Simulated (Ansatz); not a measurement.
A computed series for hypothetical rock salt AsP: response to strain

The reference is AsP in the rock salt structure (space group Fm-3m, No. 225; a hypothetical phase, not in the database extracts checked; relaxed with 0.1 eV smearing).

```
AsP
1.0
    0.00000     2.60484     2.60484
    2.60484     0.00000     2.60484
    2.60484     2.60484     0.00000
P As
1 1
Direct
  0.00000   0.00000   0.00000
  0.50000   0.50000   0.50000
```

Cartesian axes are those of the cell as printed.

Strains are applied to the cell and any free atomic positions relax; under biaxial strain the out-of-plane vector relaxes too.

All numbers come from PBE, PAW, 420 eV (Ansatz, a program for electronic structure; no spin-orbit coupling).

Candidates:
(a) tensor shear ε_yz = −0.92 %
(b) uniaxial strain ε_xx = +5.54 %
(c) biaxial strain −2.42 %, plane normal [111], relaxed out of plane

Notes on the quantities. energy relative to the base: free energy F.

Task: Order them by energy relative to the base, lowest first.

Result: (a) tensor shear ε_yz = −0.92 % (+0.8 meV/atom), (c) biaxial strain −2.42 %, plane normal [111], relaxed out of plane (+10 meV/atom), (b) uniaxial strain ε_xx = +5.54 % (+30 meV/atom)

Whether these cells are dynamically stable was not tested. The final runs are not spin-polarised.
